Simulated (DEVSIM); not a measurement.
Structure: abrupt Si p-n junction, at 300 K.

Layer 1 from the left is Si, thickness (μm) 41.0, Na (cm⁻³) 9.2e16, τn (s) 1.1e-6, τp (s) 1.1e-6. Layer 2 from the left is Si, thickness (μm) 0.660, Nd (cm⁻³) 2.1e16, τn (s) 1.1e-6, τp (s) 1.1e-6.

Left contact: ohmic. Right contact: ohmic. Voltage is applied to the left contact. Recombination: SRH at mid-gap, radiative. Mobility is μmin + (μ − μmin)/(1 + (N/Nref)^α).

Constants are typed, rounded textbook-type inputs, not results; the design itself was drawn at random and stands for no fabricated device. Values at 300 K.

Si: gap (eV) 1.124, affinity (eV) 4.05, permittivity 11.7, Nc (cm⁻³) 2.86e19, Nv (cm⁻³) 3.1e19, μn (cm²/Vs) 1417, μp (cm²/Vs) 470, μn,min 52, μp,min 45, Nref,n 9.7e16, Nref,p 2.2e17, αn 0.68, αp 0.72, B (cm³/s) 4.7e-15.

Simulated with DEVSIM: 1D drift-diffusion, Boltzmann statistics, complete ionisation; no tunnelling, impact ionisation, image-force lowering or self-heating.

**Question.** What does the simulation give for the dark forward voltage at 1 A/cm², the largest field in the device at zero bias, the dark forward voltage at 100 A/cm², the potential step across the device at zero bias?

**Answer.** dark forward voltage at 1 A/cm² 0.584 V; largest field in the device at zero bias 62000 V/cm; dark forward voltage at 100 A/cm² 0.791 V; potential step across the device at zero bias 0.787 V.
